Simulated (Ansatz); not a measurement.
Defect migration in hexagonal La2O3: O vacancy, charge state +2. The step: a nearby O atom hops onto the vacant site; the atom moves 2.38 Å along (0.55, 0.27, 0.24) of the unit cell; the moving atom starts with neighbours La at 2.37, La at 2.42, 2 La at 2.46; 2 O at 2.90 Å and ends with La at 2.37, La at 2.42, 2 La at 2.46; 2 O at 2.90 Å. DFT values are from Ansatz (plane-wave PAW, 420 eV unless said) in a cell of 90 host sites, spin-restricted, static, with no finite-size correction. The charge state is imposed; whether it is stable for some Fermi level was not computed. Forms of the defect that were not tried may lie lower. For the PBE band: the saddle point's order was not checked, and it lies on a symmetry element of the cell, where a band can be held.

```
Level                                                                      Forward barrier (eV)  Cost of the band or of the saddle's single point
-------------------------------------------------------------------------  --------------------  ------------------------------------------------
CHGNet universal potential (has no charge state), its own band                             0.61                                                 -
PBE, the Γ point alone, band relaxed                                                       0.67                           roughly 13 core-minutes
PBE, a 2×2×2 k-point mesh shifted by half a step along c, same geometries                  0.66             about 4 core-minutes (a rough figure)
r2SCAN at 500 eV, the Γ point alone, same geometries                                          ?            about 70 core-seconds (a rough figure)
```

What belongs in the gaps?


- r2SCAN at 500 eV, the Γ point alone, same geometries, Forward barrier (eV): 0.69

Ansatz is a first-principles code.
